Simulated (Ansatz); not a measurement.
The starting structures come from a database of crystals and need not be the phases stable at ambient conditions.

 Where the default PAW files enter, the runs use the earlier of Ansatz's two default sets.

Consider the following.

```
Ba2CdB2O6
1.0
    5.40450     0.00000     0.00000
    0.00000     6.76681     0.00000
    2.70225    -2.29754     4.33025
Ba Cd B O
2 1 2 6
Direct
  0.21008   0.31043   0.57984
  0.78992   0.68957   0.42016
  0.00000   0.00000   0.00000
  0.56070   0.23810   0.87860
  0.43930   0.76190   0.12140
  0.70233   0.27170   0.04198
  0.29767   0.72830   0.95802
  0.74431   0.72830   0.95802
  0.25569   0.27170   0.04198
  0.71772   0.17352   0.56456
  0.28228   0.82648   0.43544
```

Space group of this cell: C2/m. The cell is taken as given; by r2SCAN its mean pressure is -4.9 GPa.

Transport runs along the normal of the first two printed cell vectors.

The gap is the functional's own, uncorrected, and κ follows it; spin-orbit coupling is left out. Mid-gap values are interpolated between the computed energies.

Question: Give the band gap and the smallest decay constant κ at mid-gap that r2SCAN in Ansatz (an electronic-structure program) yields.

Answer: Gap 3.66 eV on a 8×6×8 mesh; κ = 0.376 1/Å, at the zone centre.
